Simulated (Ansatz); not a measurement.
# Competing hops of interstitial Li in anatase TiO2, charge state +1

System: interstitial Li in anatase TiO2 (charge state +1). These are PBE, PAW (plane waves to 420 eV; Ansatz, a program for electronic structure) values and carry that method's errors.

108-site cell at the relaxed PBE lattice, the Γ point alone, smearing 0.01 eV, spin-restricted, no finite-size correction. Static, classical nuclei. The charge state is imposed; whether it is stable for some Fermi level was not computed. Sites that were not tried may lie lower.

Barriers: single points on a 2×2×2 k-point mesh shifted by half a step at the bands' geometries.

```
Route                           Start site over the lowest site run (eV)  Hop (Å)  Forward barrier (eV)  Backward barrier (eV)  Neighbours at the start               Neighbours at the saddle                        Saddle order  Forward, on the band's own sampling (eV)
------------------------------  ----------------------------------------  -------  --------------------  ---------------------  -----------------------  -------------------------------------  ----------------------------------  ----------------------------------------
Li moves alone to another site                                      0.00     3.08                  0.52                   0.52            4 O at 1.88 Å  2 O at 1.90, 3 O at 2.16, O at 2.16 Å  not checked, on a symmetry element                                      0.55
```

Paths come from nudged elastic bands with a climbing image.  A band can be held on a symmetry element, so unchecked saddle points there may be too high.
